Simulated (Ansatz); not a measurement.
The structure below was relaxed with r2SCAN (Ansatz, a program for electronic structure; PAW; 500 eV plane waves; spin-orbit coupling left out).

Space group Pm-3m (No. 221); a = b = c = 3.994 Å, α = β = γ = 90.00°

```tsv
atom	site	symmetry	x	y	z
Ba	1a	m-3m	0.0000	0.0000	0.0000
Ti	1b	m-3m	0.5000	0.5000	0.5000
O	3c	4/mm.m	0.0000	0.5000	0.5000
```

**Question.** Write out a cell with all atoms.

**Answer.** 
```
BaTiO3
1.0
    3.99405     0.00000     0.00000
    0.00000     3.99405     0.00000
    0.00000     0.00000     3.99405
Ba Ti O
1 1 3
Direct
  0.00000   0.00000   0.00000
  0.50000   0.50000   0.50000
  0.00000   0.50000   0.50000
  0.50000   0.50000   0.00000
  0.50000   0.00000   0.50000
```
This is the conventional cell.

Stability against distortions was not tested. All final runs are without spin polarisation. The cell was made from SrTiO3 by this change: Sr → Ba. Many cubic perovskites are stable only at high temperature; tilts and polar distortions were not tested. This is not the structure that BaTiO3 has at room temperature and ambient pressure.
